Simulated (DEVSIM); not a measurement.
Structure: abrupt Si p-n junction, at 300 K.

```csv
layer (left to right),material,thickness (μm),Nd (cm⁻³),Na (cm⁻³),τn (s),τp (s)
1,Si,7.40,-,1.1e18,2.7e-6,2.7e-6
2,Si,4.90,3.9e17,-,2.7e-6,2.7e-6
```

Left contact: ohmic. Right contact: ohmic. Voltage is applied to the left contact. Recombination: SRH at mid-gap, Auger. Gap narrowing is on: ΔEg = 6.92 meV × (l + √(l² + 0.5)), l = ln(N/1.3e17 cm⁻³), shared equally by both band edges. Mobility is μmin + (μ − μmin)/(1 + (N/Nref)^α).

Constants are typed, rounded textbook-type inputs, not results; the design itself was drawn at random and stands for no fabricated device. Values at 300 K; Nc and Nv go as T^1.5, mobilities as T to minus their exponent, the gap by Varshni's rule with the affinity fixed.

```tsv
parameter	Si
gap (eV)	1.124
affinity (eV)	4.05
permittivity	11.7
Nc (cm⁻³)	2.86e19
Nv (cm⁻³)	3.1e19
μn (cm²/Vs)	1417
μp (cm²/Vs)	470
μn,min	52
μp,min	45
Nref,n	9.7e16
Nref,p	2.2e17
αn	0.68
αp	0.72
T exponent of μn	2.3
T exponent of μp	2.2
Cn (cm⁶/s)	2.8e-31
Cp (cm⁶/s)	9.9e-32
Varshni α (eV/K)	0.000473
Varshni β (K)	636
```

DEVSIM, 1D drift-diffusion, Boltzmann statistics, complete ionisation; no tunnelling, impact ionisation, image-force lowering or self-heating.

The temperature was swept, all else fixed.

```tsv
temperature (K)	dark forward voltage at 100 A/cm² (V)	dark forward voltage at 1 A/cm² (V)	potential step across the device at zero bias (V)	largest field in the device at zero bias (V/cm)
250	0.891	0.790	0.960	290000
300	…	…	0.903	280000
350	0.756	0.613	0.843	260000
400	0.684	0.520	0.780	250000
450	0.610	0.425	0.715	240000
500	0.533	0.327	0.647	220000
```

Complete the blanks.


- 300, dark forward voltage at 100 A/cm² (V): 0.826
- 300, dark forward voltage at 1 A/cm² (V): 0.703
